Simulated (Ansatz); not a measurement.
Ansatz (a program for electronic structure) run on CaGe₂Pd₂ (I4mm, 5 atoms in the cell): self-consistent single point.

Method: PBEsol, default PAW files made with PBE (plane waves; Ansatz).

```
Ca(GePd)2
1.0
   -2.14381     2.14381     5.03078
    2.14381    -2.14381     5.03078
    2.14381     2.14381    -5.03078
Ca Ge Pd
1 2 2
Direct
  0.00497   0.00497   0.00000
  0.37621   0.37621   0.00000
  0.62379   0.62379   0.00000
  0.75000   0.25000   0.50000
  0.25000   0.75000   0.50000
```

Reference input (self-consistent single point, DFT, PBEsol, plane waves, default PAW files made with PBE): basis.ecutwfc = 420 eV; kpoints.mp_grid.grid = 9 9 9; hamiltonian.xc = pbesol; hamiltonian.pseudopotentials = {kind: paw} (the program's default PAW files); scf.occupations.method = gaussian; scf.occupations.width = 0.1 eV. This run's input differs from it in these lines:

Ansatz 0.2 input:
```diff
@@ -15,3 +15,3 @@
 kpoints:
-  mp_grid: { grid: [9, 9, 9] }
+  mp_grid: { grid: [5, 5, 5] }
 hamiltonian:
@@ -20,3 +20,3 @@
 scf:
-  occupations: { method: gaussian, width: 0.1 }
+  occupations: { method: gaussian, width: 0.02 }
 output:
```

The program printed (abridged):

```
SCF iter   1: F=—  HF=-24117.779846 eV  |F-HF|=—  |Δ(HF+E_count)|=         —  Δρ=6.50e-3  dr2=3.98e-2  ethr=1.77e-3  ⟨swp⟩=7.1  Hψ=3279  notcnv=0  defer=1
all-band conjugate gradients solve this SCF's bands
preconditioner: auto → Resta (q_TF=auto, 2.629 Å⁻¹)
SCF iter   2: F=—  HF=-24117.771540 eV  |F-HF|=—  |Δ(HF+E_count)|=   8.31e-3  Δρ=2.18e-3  dr2=5.46e-3  ethr=5.38e-5  ⟨swp⟩=2.4  Hψ=1435  notcnv=0  defer=34
   [... lines left out ...]
SCF iter   4: F=—  HF=-24117.770543 eV  |F-HF|=—  |Δ(HF+E_count)|=   2.97e-5  Δρ=1.86e-4  dr2=3.81e-5  ethr=3.27e-7  ⟨swp⟩=2.2  Hψ=1280  notcnv=0  defer=34
SCF iter   5: F=—  HF=-24117.770525 eV  |F-HF|=—  |Δ(HF+E_count)|=   1.88e-5  Δρ=5.81e-5  dr2=3.07e-6  ethr=5.15e-8  ⟨swp⟩=2.3  Hψ=1337  notcnv=0  defer=34
SCF iter   6: F=—  HF=-24117.770525 eV  |F-HF|=—  |Δ(HF+E_count)|=   3.87e-7  Δρ=1.92e-5  dr2=3.27e-7  ethr=4.15e-9  ⟨swp⟩=2.0  Hψ=1281  notcnv=0  defer=34
SCF iter   7: F=-24117.770525 eV  HF=-24117.770525 eV  |F-HF|=3.28e-9  |Δ(HF+E_count)|=   3.36e-8  Δρ=4.15e-6  dr2=1.14e-8  ethr=1.35e-10  ⟨swp⟩=8.4  Hψ=3134  notcnv=0
SCF 1 converged in 7 iterations: F = -24117.770525 eV  dr2 = 1.14e-8
Free energy (F): -24117.770525 eV
Internal energy: -24117.769819 eV  (E = F + TS)
E sigma→0 (E₀):  -24117.770172 eV
Entropy (-TS):   -0.000706 eV (-0.141 meV/atom)
Fermi energy:    13.385749 eV
--- Forces (eV/Å), atoms counted from 1 ---
  atom   1  Ca    -0.00000000     0.00000000    -0.17066080
  atom   2  Ge    -0.00000000     0.00000000    -0.06839494
  atom   3  Ge     0.00000000    -0.00000000     0.14076515
  atom   4  Pd     0.00000000     0.00000000     0.04913733
  atom   5  Pd    -0.00000000     0.00000000     0.04913733
--- Stress (GPa, compression-positive) ---
       -1.099800       0.000000      -0.000000
        0.000000      -1.099800       0.000000
       -0.000000       0.000000       0.372944
  P = ⅓ Tr σ = -0.6089 GPa (-6.089 kbar)
  The stress holds the Pulay correction. Without it, at fixed plane waves, as pw.x and ABINIT print it: P = -0.6406 GPa
```

The run converged in 7 iterations. Against the reference run the free energy falls by 3.1 meV/atom, the pressure stays near -0.61 GPa while the zz stress (positive for compression) goes from -0.06 to 0.37 GPa and the largest force goes from 0.163 to 0.171 eV/Å.

The starting cell comes from a database of computed structures (which also holds hypothetical and non-ambient phases and stackings), without a prior relaxation at this level. Its lattice was rescaled by up to half a per cent. One atom was moved a little off its site on purpose. Spin polarisation is off. Ansatz's pressure includes its estimate of the finite-basis (Pulay) stress.
